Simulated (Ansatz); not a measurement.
**Worked example: self-consistent single point of NaH (Fm-3m, 2 atoms in the cell) in Ansatz (an electronic-structure program)**

Level of theory: PBE (plane waves, PAW; Ansatz).

Input as run:

Ansatz 0.2 input:
```yaml
# NaH
crystal:
  lattice:
    - [0.000000, 2.427800, 2.427800]
    - [2.427800, 0.000000, 2.427800]
    - [2.427800, 2.427800, 0.000000]
  atoms:
    - { symbol: Na, position: [0.000000, 0.000000, 0.000000] }
    - { symbol: H, position: [0.500000, 0.500000, 0.500000] }
basis:
  ecutwfc: 420.0 eV
kpoints:
  mp_grid: { grid: [9, 9, 9] }
hamiltonian:
  xc: pbe
  pseudopotentials: { kind: paw }
scf:
  occupations: { method: fermi_dirac, width: 0.01 eV }
output:
  forces: true
  eigenvalues: true
  stress: true
```

Output, abridged:

```
WARN ansatz: RAYON_NUM_THREADS=1 ignored (pool sized by the plan → 1); use --threads N
Pseudopotentials: kind: paw
Pseudopotential: Na, paw, valence charge 9
Pseudopotential: H, paw, valence charge 1
Crystal: 2 atoms, lattice volume = 28.620 Å³
Basis set: ecut = 420 eV, 537 PW (Γ), exchange–correlation on 48×48×48 points (8 copies of the dense FFT grid, shifted against one another)
Bands: 9, of which v1, the nominal top of the filled ones, is band 5 counted from 1 (4 counted from 0)
Symmetry: 48 space group operations
Space group: Fm-3m (ITA 225), of the structure as read, at distance tolerance 3.1e-5 Å
k-points: 35 of 729
Initial density: superposition of atomic densities (neutral atoms: chi_scale 0, normalization atom), corrected by the library's trained network
Initial wavefunctions: pseudopotential atomic-orbital guess
Eigensolver: davidson
Functional: x = pbe(κ = 0.804, μ = 0.2195149727645171), c = pbe(β = 0.06672455060314922)
SCF iter   1: F=—  HF=-1502.680271 eV  |F-HF|=—  |Δ(HF+E_count)|=         —  Δρ=4.69e-4  dr2=4.69e-5  ethr=1.77e-3  ⟨swp⟩=6.0  Hψ=2132  notcnv=0
all-band conjugate gradients solve this SCF's bands
preconditioner: auto → none
SCF iter   2: F=—  HF=-1502.680120 eV  |F-HF|=—  |Δ(HF+E_count)|=   1.52e-4  Δρ=3.38e-4  dr2=2.63e-5  ethr=4.69e-7  ⟨swp⟩=2.4  Hψ=924  notcnv=0
SCF iter   3: F=—  HF=-1502.680150 eV  |F-HF|=—  |Δ(HF+E_count)|=   3.07e-5  Δρ=1.97e-4  dr2=7.15e-6  ethr=2.63e-7  ⟨swp⟩=2.7  Hψ=611  notcnv=0
SCF iter   4: F=—  HF=-1502.680147 eV  |F-HF|=—  |Δ(HF+E_count)|=   2.84e-6  Δρ=6.05e-5  dr2=6.87e-7  ethr=7.15e-8  ⟨swp⟩=2.3  Hψ=487  notcnv=0
SCF iter   5: F=—  HF=-1502.680148 eV  |F-HF|=—  |Δ(HF+E_count)|=   7.29e-7  Δρ=7.65e-5  dr2=1.37e-6  ethr=6.87e-9  ⟨swp⟩=2.0  Hψ=490  notcnv=0
SCF iter   6: F=-1502.680148 eV  HF=-1502.680148 eV  |F-HF|=3.55e-9  |Δ(HF+E_count)|=   5.58e-7  Δρ=5.14e-6  dr2=5.34e-9  ethr=1.00e-9  ⟨swp⟩=3.0  Hψ=1127  notcnv=0
SCF 1 converged in 6 iterations: F = -1502.680148 eV  dr2 = 5.34e-9
SCF converged after 6 iterations
Free energy (F): -1502.680148 eV
Harris-Foulkes:  -1502.680148 eV  (|F-HF|=3.55e-9)
Internal energy: -1502.680148 eV  (E = F + TS)
E sigma→0 (E₀):  -1502.680148 eV
Fermi energy:    2.709508 eV
--- Per-component energies (eV) ---
  E_band       = -228.151285
  E_kinetic    = 134.069319
  E_local      = -1333.494326  (includes V_loc(G=0)·N_el)
  E_nonlocal   = 116.521472
  E_hartree    = 478.475537
  E_xc         = -48.139115
  E_vxc        = -61.913316  (∫ρ·V_xc dr)
  E_paw        = -263.560065  (= ΣΔE_a)
  E_vpaw       = -40.285024  (= ΣTr[D̂ρ^β])
  E_aug_tail   = -0.000981  (compensation charges beyond the density's cutoff)
  E_ewald      = -586.551988
  E_smearing   = -0.000000  (= −TS)
  E_closure    = -0.000000  (closes the sum)
  Σ components = -1502.680148   (vs F -1502.680148, Δ=0.00e0)
--- Forces (eV/Å), atoms counted from 1 ---
  atom   1  Na    -0.00000000    -0.00000000     0.00000000
  atom   2  H      0.00000000    -0.00000000     0.00000000
  max |Σ_I F_I| component: 1.06e-30 eV/Å
--- Stress (GPa, compression-positive) ---
       -0.331880       0.000000       0.000000
        0.000000      -0.331880       0.000000
       -0.000000       0.000000      -0.331880
  P = ⅓ Tr σ = -0.3319 GPa (-3.319 kbar)
  The stress holds the Pulay correction. Without it, at fixed plane waves, as pw.x and ABINIT print it: P = -0.3959 GPa
--- Band table (eV; the first three rows and the last of 35) ---
  k-point 0: bands = ["-49.4964", "-21.3771", "-21.3771", "-21.3771", "-2.8163", "11.0513", "16.2461", "16.2461", "16.2461"]
  k-point 1: bands = ["-49.4957", "-21.3876", "-21.3783", "-21.3783", "-2.6073", "10.3699", "13.9053", "15.5350", "15.5350"]
  k-point 2: bands = ["-49.4938", "-21.4142", "-21.3815", "-21.3815", "-2.0049", "8.4722", "12.3982", "14.7980", "14.7980"]
  k-point 34: bands = ["-49.4883", "-21.4377", "-21.4265", "-21.4066", "0.6608", "6.3594", "7.1409", "9.4418", "16.6779"]
```

The run converged in 6 iterations.

The starting cell has typed, rounded lattice constants, without a prior relaxation at this level. Its lattice was rescaled by up to half a per cent. Ansatz's pressure includes its estimate of the finite-basis (Pulay) stress.
